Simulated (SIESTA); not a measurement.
SIESTA run on IrPd₃ (P1, 4 atoms in the cell): self-consistent single point.

Computed with LDA PW92, numerical atomic orbitals DZP, PseudoDojo LDA standard norm-conserving potentials (rewritten from UPF to PSML) (SIESTA).

The change in words: atoms moved at random. Reference geometry:
```
CELL_PARAMETERS angstrom
     -1.96947     1.96947     3.89285
      1.96947    -1.96947     3.89285
      1.96947     1.96947    -3.89285
ATOMIC_POSITIONS crystal
  Pd 0.75000 0.25000 0.50000
  Pd 0.25000 0.75000 0.50000
  Pd 0.50000 0.50000 0.00000
  Ir 0.00000 0.00000 0.00000
```

Reference input (self-consistent single point, DFT, LDA PW92, numerical atomic orbitals DZP, PseudoDojo LDA standard norm-conserving potentials (rewritten from UPF to PSML)): XC.functional = LDA; XC.authors = PW92; potentials = PseudoDojo LDA standard; PAO.BasisSize = DZP; PAO.EnergyShift = 0.01 Ry; MeshCutoff = 400 Ry; kgrid.MonkhorstPack = 8 8 8; OccupationFunction = MP; OccupationMPOrder = 0; ElectronicTemperature = 0.2 eV; MaxSCFIterations = 150; SCF.Mixer.Method = Pulay. This run's input differs from it in these lines:

```diff
@@ -18,6 +18,6 @@
 %block AtomicCoordinatesAndAtomicSpecies
-    -0.000000000    1.969465000    1.946425000  1
-     1.969465000    0.000000000    1.946425000  1
-     0.000000000    0.000000000    3.892850000  1
-     0.000000000    0.000000000    0.000000000  2
+    -0.085592949    1.967641275    1.914550344  1
+     1.922757168   -0.011375630    1.953774701  1
+     0.105198973    0.052129769    3.918741345  1
+     0.027101808   -0.038930415   -0.001366390  2
 %endblock AtomicCoordinatesAndAtomicSpecies
```

Log, with long lists cut:

```
        iscf     Eharris(eV)        E_KS(eV)     FreeEng(eV)     dDmax    Ef(eV) dHmax(eV)
   scf:    1   -13981.835336   -14089.901857   -14089.984141  1.322926 -2.092012 40.289902
   scf:    2   -13965.933289   -14102.445221   -14102.580938  1.500376 -3.490712 26.754403
   scf:    3   -14147.107800   -14140.149393   -14140.289027  0.963998 -4.125608  2.786120
   scf:    4   -14139.490459   -14140.267159   -14140.398699  0.114756 -4.380268  2.906447
   scf:    5   -14140.644364   -14140.567528   -14140.703988  0.042106 -4.487230  1.149141
   [... 6 lines left out ...]
   scf:   12   -14140.604396   -14140.604400   -14140.746518  0.000124 -4.508484  0.000647
   scf:   13   -14140.604395   -14140.604397   -14140.746518  0.000049 -4.508566  0.000414
   scf:   14   -14140.604394   -14140.604396   -14140.746518  0.000010 -4.508600  0.000230
   scf:   15   -14140.604395   -14140.604395   -14140.746518  0.000007 -4.508622  0.000141
SCF Convergence by DM+H criterion
max |DM_out - DM_in|         :     0.0000073752
max |H_out - H_in|      (eV) :     0.0001411497
SCF cycle converged after 15 iterations

Using DM_out to compute the final energy and forces

siesta: E_KS(eV) =           -14140.6044

siesta: E_KS - E_eggbox =    -14140.6044

siesta: Atomic forces (eV/Ang):
     1    1.066181   -0.026780    0.608500
     2    0.359729    0.170760   -0.003505
     3   -1.386252   -0.647466   -0.495124
     4   -0.039834    0.502598   -0.110240
   Tot   -0.000176   -0.000889   -0.000370
   Max    1.386252
   Res    0.613644    sqrt( Sum f_i^2 / 3N )
   Max    1.386252    constrained

Stress tensor Voigt[x,y,z,yz,xz,xy] (kbar):      163.29      179.00      158.14       -1.15       -7.97       -4.15
(Free)E + p*V (eV/cell)   -14147.0347
   [... lines left out ...]
siesta: FreeEng =    -14140.746518
   [... lines left out ...]
siesta:     0.101915   -0.002592   -0.004977
siesta:    -0.002592    0.111720   -0.000717
siesta:    -0.004977   -0.000717    0.098700

siesta: Cell volume =         60.398228 Ang**3

siesta: Pressure (static):
siesta:                Solid            Molecule  Units
siesta:          -0.00113392         -0.00110776  Ry/Bohr**3
siesta:          -0.10411190         -0.10171025  eV/Ang**3
siesta:        -166.80564929       -162.95777814  kBar
```

The run converged in 15 iterations. Against the reference run the free energy rises by 41.3 meV/atom, the pressure goes from -18.38 to -16.68 GPa and the largest force goes from 0.000 to 1.608 eV/Å.

The starting cell comes from a database of computed structures (which also holds hypothetical and non-ambient phases and stackings), without a prior relaxation at this level. For this run, on top of that: atoms moved at random. Spin polarisation is off. Values carry the incompleteness of an atom-centred basis. With a pressure of about -17 GPa the cell is away from its equilibrium volume at this level. Forces in this geometry exceed 1 eV/Å.

Cost on one core of a shared machine: roughly 60 s.
